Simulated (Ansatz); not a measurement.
Element substitutions in hypothetical fluorite TeO2

The parent structure is TeO2 in the fluorite structure (space group Fm-3m, No. 225; a = 5.385 Å; a hypothetical phase, not in the database extracts checked).

Each row replaces one element on all its sites; cell and atoms are relaxed.

Level of theory: PBE (Ansatz, a quantum-chemistry and plane-wave program), scalar-relativistic without spin-orbit coupling, earlier PAW set.

```
change   band gap  lattice parameter a
-------  --------  -------------------
base      0.82 eV              5.385 Å
O → F        zero              5.934 Å
Te → Cd      zero              5.395 Å
Te → Se   0.59 eV              5.095 Å
O → Se       zero              6.919 Å
```

Other magnetic orders, which the real material may have, were not ruled out. Spin-orbit coupling, missing from the scalar runs, can matter with Te. No phonon test of stability was made. As relaxed here, TeF2, CdO2, SeO2 and TeSe2 are hypothetical phases, not in the database extracts checked. Spin-polarised in the final run: CdO2; the other runs are not. The zero or small gap of TeF2 can change with the level of theory.
